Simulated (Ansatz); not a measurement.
Take MgTe in the wurtzite structure (space group P6_3mc, No. 186) as the base.

```xyz
4
Lattice="4.5089 0.0000 0.0000 -2.2544 3.9048 0.0000 0.0000 0.0000 7.3377" Properties=species:S:1:pos:R:3 pbc="T T T"
Mg     0.0000     2.6032     7.3360
Mg     2.2544     1.3016     3.6672
Te     0.0000     2.6032     2.7607
Te     2.2544     1.3016     6.4295
```

Cartesian axes are those of the cell as printed.

All numbers come from LDA/PAW in Ansatz (an electronic-structure program), no spin-orbit coupling.

Strains are applied to the cell and any free atomic positions relax.

One change was made to it. Results:

| quantity | base | after |
|---|---|---|
| energy relative to the base (free energy F) | 0 meV/atom | +3.4 meV/atom |
| largest internal atomic displacement | – | 0.017 Å |
| pressure (mean of the normal stresses, compression positive) | 0.00 GPa | -0.88 GPa |

Q: What was done to the base?
A) uniaxial strain ε_zz = +2.40 %
B) uniaxial strain ε_zz = +1.80 %
C) uniaxial strain ε_zz = +3.00 %

A: A, uniaxial strain ε_zz = +2.40 %. For comparison, the energy relative to the base in the other runs: uniaxial strain ε_zz = +3.00 % gives +5.4 meV/atom; uniaxial strain ε_zz = +1.80 % gives +1.9 meV/atom.

Whether these cells are dynamically stable was not tested.
